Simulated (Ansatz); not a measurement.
# fluorite-type NiSi2 (0 0 1) on zinc-blende ZnS (0 0 1) (film strained to the substrate, started from cuts of the bulks and a machine-learned relaxation; slabs S5Zn6 and Ni4Si8, which can lie off the formulas)

A periodic stack without vacuum, fluorite-type NiSi2 (0 0 1) on zinc-blende ZnS (0 0 1) (film strained to the substrate, started from cuts of the bulks and a machine-learned relaxation; slabs S5Zn6 and Ni4Si8, which can lie off the formulas): substrate slab S5Zn6, film Ni4Si8, surface cells [[1, 0], [1, 1]] and [[1, 0], [1, 1]], film strained by 0.0 and 0.0 %, outermost planes Zn/Zn and Si/Ni as cut, which need not be the usual terminations and can put a slab off its formula.

The start was prepared with a machine-learned potential, and the result is one local minimum, with the in-plane cell held and forces under 0.04 eV/Å; the film can end far from its bulk form.

Method: PBE (plane waves to 420 eV, PAW; Ansatz, a quantum-chemistry and plane-wave program). No spin–orbit coupling; the runs are not spin-polarised; PBE gaps are too small against experiment. Its k-point mesh 8×8×1, Fermi–Dirac width 0.05 eV.

- interface area: 14.8 Å²
- period: 26.41 Å
- heights between the nearest atoms of the two slabs at the two interfaces: 1.84 and 1.43 Å
- Ni–Zn contacts across the interfaces within 1.22 times the sum of covalent radii: 2, mean 2.55 Å
- Si–Zn contacts across the interfaces within 1.22 times the sum of covalent radii: 2, mean 2.59 Å
- estimate of the barrier: withheld, since the two interfaces are unlike

```yaml
crystal:
  lattice:
    - [3.84912, 0.00033, 0.04235]
    - [0.00001, 3.84915, -0.02180]
    - [1.87085, 0.16520, 26.43337]
  atoms:
    - { symbol: S, position: [0.90183, 0.49784, 0.07340] }
    - { symbol: S, position: [0.77719, 0.49686, 0.27988] }
    - { symbol: S, position: [0.33447, 0.99732, 0.17684] }
    - { symbol: S, position: [0.65926, 0.49630, 0.48623] }
    - { symbol: S, position: [0.21955, 0.99647, 0.38292] }
    - { symbol: Zn, position: [0.86273, 0.99764, 0.12522] }
    - { symbol: Zn, position: [0.44855, 0.49834, 0.01902] }
    - { symbol: Zn, position: [0.74855, 0.99663, 0.33130] }
    - { symbol: Zn, position: [0.30618, 0.49710, 0.22824] }
    - { symbol: Zn, position: [0.67613, 0.99619, 0.54004] }
    - { symbol: Zn, position: [0.18761, 0.49624, 0.43428] }
    - { symbol: Ni, position: [0.34615, 0.99950, 0.76732] }
    - { symbol: Ni, position: [0.89885, 0.49994, 0.66696] }
    - { symbol: Ni, position: [0.25219, 0.99862, 0.96484] }
    - { symbol: Ni, position: [0.78397, 0.49917, 0.86799] }
    - { symbol: Si, position: [0.87312, 0.99973, 0.71656] }
    - { symbol: Si, position: [0.37401, 0.49975, 0.71645] }
    - { symbol: Si, position: [0.44129, 0.49973, 0.61633] }
    - { symbol: Si, position: [0.04650, 0.99999, 0.60978] }
    - { symbol: Si, position: [0.77117, 0.99892, 0.92139] }
    - { symbol: Si, position: [0.26010, 0.49884, 0.92121] }
    - { symbol: Si, position: [0.31262, 0.49930, 0.81813] }
    - { symbol: Si, position: [0.81691, 0.99937, 0.81824] }
```
